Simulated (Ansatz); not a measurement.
The reference is TiAl (space group P4/mmm, No. 123; a = 2.824 Å, c = 4.071 Å).

(Cell as relaxed with PBE.)

Levels (all Ansatz, an electronic-structure program, PAW, earlier PAW set): PBE (420 eV, no SOC); r2SCAN (500 eV, scalar-relativistic without spin-orbit coupling).

Each level relaxes its own structure.

```
base                        PBE      r2SCAN
-------------------  ----------  ----------
volume per atom        16.23 Å³    16.06 Å³
lattice parameter a  5.337 bohr  5.316 bohr
band gap                   zero        zero
```

Perturbation: cell and atoms relaxed at a pressure of 15 GPa.

```json
[
 {"quantity": "c/a ratio", "PBE": "1.440", "r2SCAN": "…"},
 {"quantity": "lattice parameter a", "PBE": "5.151 bohr", "r2SCAN": "…"}
]
```

Question: Given the PBE results, estimate those of r2SCAN.

Answer: 
- c/a ratio, r2SCAN: 1.442
- lattice parameter a, r2SCAN: 5.139 bohr

PBE's c/a ratio lies 0.002 below r2SCAN's; PBE's lattice parameter a lies 0.012 bohr above r2SCAN's (0.2 %). Neither level is exact; r2SCAN is the comparison here, not a measurement.

Load acts through the strain it causes; cell and atoms are relaxed under it. Whether these cells are dynamically stable was not tested. Competing high-pressure phases were not computed. The final runs are not spin-polarised.
